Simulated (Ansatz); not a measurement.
# MoP: response to strain

The parent structure is MoP (space group P-6m2, No. 187; relaxed with 0.1 eV smearing).

```
MoP
1.0
    3.20755     0.00000     0.00000
   -1.60378     2.77782     0.00000
    0.00000     0.00000     3.17271
Mo P
1 1
Direct
  0.00000   0.00000   0.00000
  0.66667   0.33333   0.50000
```

Cartesian axes are those of the cell as printed.

Strains are applied to the cell and any free atomic positions relax; under biaxial strain the out-of-plane vector relaxes too; under stress the whole cell relaxes.

Level of theory: PBEsol (Ansatz, a program for electronic structure), no SOC.

Notes on the quantities. pressure: mean of the normal stresses, compression positive; energy relative to the base: free energy F.

```csv
case,pressure,space group,shortest interatomic distance,energy relative to the base
base,0.0 GPa,P-6m2 (No. 187),243.8 pm,0 meV/atom
"biaxial strain −1.35 %, plane normal [001], relaxed out of plane",3.6 GPa,P-6m2 (No. 187),242.9 pm,–
isotropic strain −2.19 %,18.6 GPa,P-6m2 (No. 187),238.5 pm,+50 meV/atom
isotropic strain +1.00 %,-6.8 GPa,P-6m2 (No. 187),246.3 pm,+9.3 meV/atom
isotropic strain +1.02 %,-6.9 GPa,P-6m2 (No. 187),246.3 pm,+9.6 meV/atom
isotropic strain +3.43 %,-19.5 GPa,P-6m2 (No. 187),252.2 pm,+101 meV/atom
uniaxial strain ε_xx = −0.98 %,2.2 GPa,Amm2 (No. 38),243.0 pm,+1.6 meV/atom
uniaxial strain ε_yy = +1.15 %,?,Amm2 (No. 38),?,?
"uniaxial stress, 3 GPa tension along x",–,Amm2 (No. 38),243.7 pm,+1.4 meV/atom
"uniaxial stress, 5 GPa compression along x",–,Amm2 (No. 38),243.1 pm,+3.6 meV/atom
```

Problem. What belongs in the blanks?

Solution. 
- uniaxial strain ε_yy = +1.15 %, pressure: -2.5 GPa
- uniaxial strain ε_yy = +1.15 %, shortest interatomic distance: 244.5 pm
- uniaxial strain ε_yy = +1.15 %, energy relative to the base: +2.1 meV/atom

Beyond what the load breaks, stability against distortions was not tested. The final runs are not spin-polarised. An odd electron count without spin: MoP.
